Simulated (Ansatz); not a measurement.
The parent structure is Ti (space group P6/mmm, No. 191; a = 4.568 Å, c = 2.826 Å; a cell from a computed database, its experimental status unchecked; relaxed with 0.1 eV smearing). Axes: x lies along a and z along c of the hexagonal cell.

Level of theory: r2SCAN (Ansatz, an electronic-structure program), scalar-relativistic without spin-orbit coupling, earlier PAW set.

Now apply this change: the cell is scaled by 1.0114 in all directions; the atoms relax in the strained cell.

Predict the stress tensor and what it implies for the stiffness.

Stress of the strained cell less that of the base (GPa, compression positive):
```
   -3.7     0.0     0.0
    0.0    -3.7     0.0
    0.0     0.0    -3.9
```

Then B = −ΔP/(ΔV/V₀) with ΔV/V₀ = 0.0346 gives secant stiffness values (nonlinear terms included at this strain): B (at held cell shape, above the free-shape value) ≈ 109 GPa.

As a check, the harmonic strain energy −½ V₀ Δσ:ε is 6.8 meV/atom; the computed energy rise is 7.1 meV/atom.

Stability against distortions was not tested. All final runs are without spin polarisation. This is not the structure that Ti has at room temperature and ambient pressure.
